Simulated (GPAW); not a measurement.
σyy against uniaxial strain in diamond-structure Si (space group 227): C12 (GPAW, PBEsol)

```
CELL_PARAMETERS angstrom
      0.00000     2.71925     2.71925
      2.67847     0.00000     2.71925
      2.67847     2.71925     0.00000
ATOMIC_POSITIONS crystal
  Si 0.50000 0.50000 0.50000
  Si 0.75000 0.75000 0.75000
```

Method of the run: PBEsol, GPAW PAW datasets PBEsol (made by gpaw-setup) (plane waves; GPAW). Settings: mode = pw; ecut = 585 eV; xc = PBEsol; kpts = 12 12 12; mesh shift (steps) = 0 0 0; occupations.name = fermi-dirac; occupations.width = 0.01 eV; nbands = -6; convergence.density = 1e-06 e/electron; convergence.energy = 1e-06 eV/electron; convergence.bands = -4; symmetry.symmorphic = false; symmetry.tolerance = 0.0005; maxiter = 120. The cell above is the first row's. The rows stretch one cube axis (x) by the strain ε and hold the other two. Stress is positive in tension. In all rows fractional positions and the k mesh are held.

| ε (%) | σyy (GPa) |
|---|---|
| -1.5 | -0.99 |
| -1.0 | -0.64 |
| -0.5 | -0.31 |
| 0.0 | 0.01 |
| 0.5 | 0.31 |
| 1.0 | 0.60 |
| 1.5 | 0.89 |
| 2.0 | ? |

Problem. Fit σyy against ε with a parabola, and predict the withheld value at ε = 2.0.

Solution. Least squares gives σyy = 0.007 + 0.6243·ε - 0.0257·ε². Residuals (row less fit): -0.003, 0.003, 0.002, 0.003, -0.003, -0.006, 0.004; standard error 0.005 (degrees of freedom: 4). The slope at ε = 0, 0.6243 GPa per cent, gives C12 ≈ 100 × 0.6243 = 62 GPa, for the static lattice. At the withheld row, σyy = 0.007 + 0.6243 × 2.0 - 0.0257 × 2.0² = 1.153 GPa. The calculation gives 1.15 GPa, which the fit meets to the printed digits. The row lies outside the fitted rows, so this is an extrapolation. From the scatter of the fitted rows alone, a prediction at this place has a standard error of 0.009 GPa, so the miss is 0.3 times that.

Carrying the step between the two nearest rows on in a straight line would have given 1.18, off by 0.03; series whose last step already gives the withheld value aren't shown. The reference cell has the volume at which an earlier scan in this program and functional put its minimum by a fit. The runs keep the symmetry of the cell, so they don't test it for distortions. The unstrained cell stands at a pressure of -0.01 GPa, and the constants belong to that pressure. By symmetry this strain leaves no force on the atoms; the largest in the rows is 0.000 eV/Å. Cutoffs and mesh are single choices, not tested for convergence of this quantity. Series with a scatter that would blur these digits, or in which a gap closes, are not shown. Strain series were run only where this level's volume lies within 10 % of a first guess from the measured size.
